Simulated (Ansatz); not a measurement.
An Ansatz (a program for electronic structure) input (PBEsol (Ansatz; PAW; 420 eV plane waves; no SOC)):

Ansatz 0.2 input:
```yaml
crystal:
  lattice:
    - [3.1824911094, 0, 0.0273694235]
    - [-1.5912455547, 2.756118148, -0.0136847118]
    - [0.044062249, 0, 5.123517325]
  atoms:
    - { symbol: Zr, position: [0.6666666667, 0.3333333333, 0.75] }
    - { symbol: Zr, position: [0.3333333333, 0.6666666667, 0.25] }
basis: { ecutwfc: 420, ecutrho_ratio: 4, xc_grid: 2, fft_grid_basis: typed }
kpoints: { mp_grid: { grid: [21, 21, 11] } }
hamiltonian:
  xc: pbesol
  dispersion: none
  pseudopotentials: { kind: paw }
scf: { occupations: { method: fermi_dirac, width: 0.1 }, convergence: { dr2_threshold: 0.0000000002 } }
relax: { f_tol: 0.005, max_steps: 50 }
output: { forces: true, stress: true }
checkpoint: { write: state.ck, write_every: 1000 }
```

Which symmetry and how many k-points will the program report, and about how many plane waves at Γ?

Space group C2/c (ITA 15) with 4 operations, k-points 1276 of 4851, and 869 plane waves at Γ.

The cells carry an imposed strain or load. Whether these cells are dynamically stable was not tested. All final runs are without spin polarisation. The cell was made from Zr in the hcp (Mg type) structure (space group P6_3/mmc, No. 194) by this change: tensor shear ε_xz = +0.86 %.
